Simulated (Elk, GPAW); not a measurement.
A GPAW input for a self-consistent single point of TiZn (P1, 2 atoms in the cell) (DFT PBEsol, plane waves, GPAW PAW datasets PBEsol (made by gpaw-setup)):

```python
from ase import Atoms
from ase.units import GPa
from gpaw import GPAW

atoms = Atoms(['Ti', 'Zn'],
              cell=[[3.123750, 0.000000, 0.000000],
                    [0.000000, 3.123750, 0.000000],
                    [0.000000, 0.000000, 3.123750]],
              positions=[[1.592269, 1.535326, 1.575510],
                         [-0.030394, 0.026549, -0.013635]],
              pbc=True)

calc = GPAW(mode={'name': 'pw', 'ecut': 850},
            xc='PBEsol',
            kpts=(7, 7, 7),
            occupations={'name': 'fermi-dirac', 'width': 0.1},
            nbands=-6,
            symmetry={'symmorphic': False, 'tolerance': 0.0005},
            maxiter=100,
            txt='-')

atoms.calc = calc

energy = atoms.get_potential_energy()
print('Energy (eV):', round(energy, 6))
forces = atoms.get_forces()
print('Forces (eV/Ang):')
print(forces.round(5))
stress = atoms.get_stress()
print('Stress (GPa, Voigt):', (stress / GPa).round(4))
```

Task: Give the Elk input for the same structure, mesh, smearing and functional.

Result: One input that does it (others would too):

```
tasks
  0

xctype
  22

rgkmax
  7.0

stype
  3

swidth
  0.00367493

scale
  5.903031982

avec
    1.0000000000    0.0000000000    0.0000000000
    0.0000000000    1.0000000000    0.0000000000
    0.0000000000    0.0000000000    1.0000000000

sppath
  './'

atoms
  2   : nspecies
  'Ti.in'   : spfname
  1   : natoms; atposl, bfcmt below
  0.5097300000  0.4915010000  0.5043650000    0.0 0.0 0.0
  'Zn.in'   : spfname
  1   : natoms; atposl, bfcmt below
  -0.0097300000  0.0084990000  -0.0043650000    0.0 0.0 0.0

ngridk
  7 7 7
```

Basis settings and potentials, where a program has them, do not carry over. This input uses DFT, PBEsol, all-electron FP-LAPW, Elk's shipped species files, default APW+lo basis.

The starting cell comes from a database of computed structures (which also holds hypothetical and non-ambient phases and stackings), without a prior relaxation at this level. For this run, on top of that: atoms moved at random.
